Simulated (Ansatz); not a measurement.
**GeSe: thickness series**

The reference is GeSe in the rock salt structure (space group Fm-3m, No. 225; a cell from a computed database, its experimental status unchecked).

```
CELL_PARAMETERS angstrom
      0.00000     2.78050     2.78050
      2.78050     0.00000     2.78050
      2.78050     2.78050     0.00000
ATOMIC_POSITIONS crystal
  Ge 0.00000 0.00000 0.00000
  Se 0.50000 0.50000 0.50000
```

Cartesian axes are those of the cell as printed.

Free-standing slabs (2 atom(s) a layer) normal to the z axis with 15 Å of vacuum; in-plane cell held at bulk.

The values are results of PBEsol/PAW in Ansatz (a first-principles code), no spin-orbit coupling, not measurements.

Notes on the quantities. band gap: uncertain: the edges found look like a band crossing or inverted bands; the base alone; excess energy per area of both faces: slab less bulk energy over the cell's area: twice a surface energy; layer's space group: with vacuum.

```csv
change,thickness between the outermost nuclei,band gap,excess energy per area of both faces,layer's space group,shortest interatomic distance
base,–,0.17 eV,–,–,5.254 bohr
1 layer,–,zero,–,P4/mmm (No. 123),5.254 bohr
2 layers,2.70 Å,0.60 eV,0.36 J/m²,P4/nmm (No. 129),4.727 bohr
3 layers,5.41 Å,0.28 eV,0.65 J/m²,P4/mmm (No. 123),4.986 bohr
4 layers,8.36 Å,0.46 eV,0.43 J/m²,P4/nmm (No. 129),4.805 bohr
5 layers,11.02 Å,0.20 eV,0.55 J/m²,P4/mmm (No. 123),4.880 bohr
6 layers,13.94 Å,0.54 eV,0.46 J/m²,P4/nmm (No. 129),4.824 bohr
7 layers,16.63 Å,0.18 eV,0.52 J/m²,P4/mmm (No. 123),4.852 bohr
```

The excess energy carries the mismatch between the slab's and the bulk's meshes. Stability against distortions was not tested. The final runs are not spin-polarised. The zero or small gap of GeSe can change with the level of theory.
